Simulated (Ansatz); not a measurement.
## BAs under a change: pressure 5 GPa

Take BAs in the zinc blende structure (space group F-43m, No. 216; a = 4.7839 Å) as the base.

It is then changed as follows: cell and atoms relaxed at a pressure of 5 GPa.

Computed with Ansatz (a first-principles code), r2SCAN, PAW, cutoff 500 eV, no spin-orbit coupling. Γ-centred 12×12×12 mesh, Fermi–Dirac width 0.05 eV.

```tsv
quantity	base	changed	shift
volume per atom	13.69 Å³	13.24 Å³	-0.45 Å³
density	5.20 g/cm³	5.38 g/cm³	+0.18 g/cm³
lattice parameter a	4.784 Å	4.731 Å	-0.053 Å
enthalpy H = E + PV relative to the base's energy	–	+0.42 eV/atom	–
band gap	1.38 eV	1.34 eV	-0.04 eV
smallest direct gap	3.44 eV	3.48 eV	+0.04 eV
width of the top valence band	5.41 eV	5.61 eV	+0.20 eV
electron mass	1.1 mₑ along k, 0.21 mₑ across (off the special points)	1.1 mₑ along k, 0.21 mₑ across (off the special points)	–
```

Final structure:

```yaml
crystal:
  lattice:
    - [0.00000, 2.36561, 2.36561]
    - [2.36561, 0.00000, 2.36561]
    - [2.36561, 2.36561, 0.00000]
  atoms:
    - { symbol: As, position: [0.25000, 0.25000, 0.25000] }
    - { symbol: B, position: [0.00000, 0.00000, 0.00000] }
```

Cost of the whole job for the changed cell (relaxation, final SCF and bands): about 50 core-seconds (a rough figure).

Load acts through the strain it causes; cell and atoms are relaxed under it. Effective masses come from finite differences of ±0.01 Å⁻¹. Along k means along the line from Γ to the band edge. Stability against distortions was not tested. Competing high-pressure phases were not computed.
